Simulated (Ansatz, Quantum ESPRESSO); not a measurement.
## One structure in several programs: BeMo3 (Pm-3n, 8 atoms in the cell)

Self-consistent single point.

```yaml
crystal:
  lattice:
    - [4.80639, 0.00000, 0.00000]
    - [0.00000, 4.80639, 0.00000]
    - [0.00000, 0.00000, 4.80639]
  atoms:
    - { symbol: Be, position: [0.00000, 0.00000, 0.00000] }
    - { symbol: Be, position: [0.50000, 0.50000, 0.50000] }
    - { symbol: Mo, position: [0.25000, 0.00000, 0.50000] }
    - { symbol: Mo, position: [0.75000, 0.00000, 0.50000] }
    - { symbol: Mo, position: [0.50000, 0.75000, 0.00000] }
    - { symbol: Mo, position: [0.50000, 0.25000, 0.00000] }
    - { symbol: Mo, position: [0.00000, 0.50000, 0.75000] }
    - { symbol: Mo, position: [0.00000, 0.50000, 0.25000] }
```

Shared settings, as Ansatz (a first-principles code) writes them: kpoints.mp_grid.grid = 7 7 7; scf.occupations.method = gaussian; scf.occupations.width = 0.1 eV. Potentials and cutoffs stand in the table.

```csv
code,model,pressure (GPa),cutoff
Ansatz,"LDA (PW92), PAW files made with PBE",-6.41,default
Quantum ESPRESSO,"LDA (PZ), GBRV 1.5 ultrasoft (LDA) pseudopotentials",-6.73,40 Ry
```

On Ansatz's run: spin polarisation is off.

The spread over the programs that give each value: pressure within 0.32 GPa.

Ansatz's pressure is given at a fixed set of plane waves, as the other plane-wave codes print theirs. The same LDA comes in different parametrisations, which differ slightly.

The starting cell comes from a database of computed structures (which also holds hypothetical and non-ambient phases and stackings), without a prior relaxation at this level. Its lattice was rescaled by a random factor within 2.5 % of one.

Keys are those of Ansatz 0.2.
